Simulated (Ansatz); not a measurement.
Start from VN in the rock salt structure (space group Fm-3m, No. 225; a = 4.1168 Å).

The other end (x = 1) is NbN in the rock salt structure (space group Fm-3m, No. 225): 10.80 Å³/atom, gap zero.

Calculations: Kohn–Sham DFT with the PBE functional, run in Ansatz (a program for electronic structure) with PAW and 420 eV plane waves, without spin-orbit coupling.

Nb replaces a fraction x of V; each row is one arrangement (x, atoms in the cell, starting space group or random), fully relaxed.

One change was made to it. Results:

```tsv
quantity	base	after
mixing energy (to 0.01 eV only: unlike meshes or grids)	–	+0.02 eV/atom
mean first-shell distances	–	V–N 2.106 Å (end compound 2.058 Å), Nb–N 2.201 Å (end compound 2.211 Å)
deviation of the volume from the linear (Vegard-type) interpolation	–	+0.2 %
band gap	zero	zero
```

Task: Name the change that was made.
A. x(Nb) = 0.75, 8 atoms, R-3m
B. x(Nb) = 0.25, 8 atoms, Pmmm
C. x(Nb) = 0.25, 8 atoms, P4/mmm

Result: A, x(Nb) = 0.75, 8 atoms, R-3m. For comparison, the mean first-shell distances in the other runs: x(Nb) = 0.25, 8 atoms, P4/mmm gives V–N 2.102 Å (end compound 2.058 Å), Nb–N 2.128 Å (end compound 2.211 Å); x(Nb) = 0.25, 8 atoms, Pmmm gives V–N 2.097 Å (end compound 2.058 Å), Nb–N 2.146 Å (end compound 2.211 Å).

Other magnetic orders, which the real material may have, were not ruled out. Each cell is one ordered arrangement of few atoms, which overstates ordering effects compared with a random alloy. Whether these cells are dynamically stable was not tested. Starting moments died away, wholly or in part, for x(Nb) = 0.75, 8 atoms, R-3m, the base, x(Nb) = 0.25, 8 atoms, P4/mmm and x(Nb) = 0.25, 8 atoms, Pmmm; another magnetic solution may exist. Spin-polarised in the final run: NbV3N4; the other runs are not.
